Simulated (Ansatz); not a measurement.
# Ge in the diamond structure (space group Fd-3m, No. 227)

```xyz
2
Lattice="0.0000 2.8806 2.8806 2.8806 0.0000 2.8806 2.8806 2.8806 0.0000" Properties=species:S:1:pos:R:3 pbc="T T T"
Ge     0.0000     0.0000     0.0000
Ge     1.4403     1.4403     1.4403
```

Level of theory: PBE (Ansatz, a program for electronic structure, PAW, no SOC). Γ-centred 10×10×10 mesh, Fermi–Dirac width 0.05 eV.

* **Volume per atom**: 23.90 Å³
* **Density**: 5.05 g/cm³
* **Band gap**: zero
* **Total energy**: -4294.982 eV/atom (σ→0; compares only within this code and set-up)

Stability against distortions was not tested. A zero or small gap of Ge can be the functional's error rather than a property of the material.
